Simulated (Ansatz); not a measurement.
# BAs: pressure 7.5 GPa

Consider BAs in the zinc blende structure (space group F-43m, No. 216; a = 4.783 Å).

Now apply this change: a hydrostatic pressure of 7.5 GPa.

Calculations: r2SCAN (Ansatz, a quantum-chemistry and plane-wave program, PAW, no spin-orbit coupling), earlier PAW set. k-mesh 12×12×12 (Γ-centred); smearing 0.05 eV (Fermi–Dirac).

```csv
quantity,base,changed,shift
volume per atom,13.67 Å³,13.03 Å³,-0.64 Å³
density,5.21 g/cm³,5.46 g/cm³,+0.257 g/cm³
lattice parameter a,4.783 Å,4.706 Å,-0.0763 Å
shortest interatomic distance,2.071 Å,2.038 Å,-0.033 Å
enthalpy H = E + PV relative to the base's energy,–,+0.62 eV/atom,–
band gap,1.38 eV,1.32 eV,-0.054 eV
smallest direct gap,3.44 eV,3.49 eV,+0.056 eV
electron mass,"1.1 mₑ along k, 0.21 mₑ across (off the special points)","1.1 mₑ along k, 0.20 mₑ across (off the special points)",–
"hole mass (degenerate bands, along [100])","0.21, 0.22, 0.22 mₑ (at Γ)","0.21, 0.21, 0.23 mₑ (at Γ)",–
```

Final structure:

```yaml
crystal:
  lattice:
    - [0.00000, 2.35312, 2.35312]
    - [2.35312, 0.00000, 2.35312]
    - [2.35312, 2.35312, 0.00000]
  atoms:
    - { symbol: As, position: [0.75000, 0.75000, 0.75000] }
    - { symbol: B, position: [0.00000, 0.00000, 0.00000] }
```

Cost of the whole job for the changed cell (relaxation, final SCF and bands): roughly 27 core-seconds.

Load acts through the strain it causes; cell and atoms are relaxed under it. Masses are band curvatures over ±0.01 Å⁻¹ around the edge. Along k means along the line from Γ to the band edge. No phonon test of stability was made. No other phases were tried under pressure.
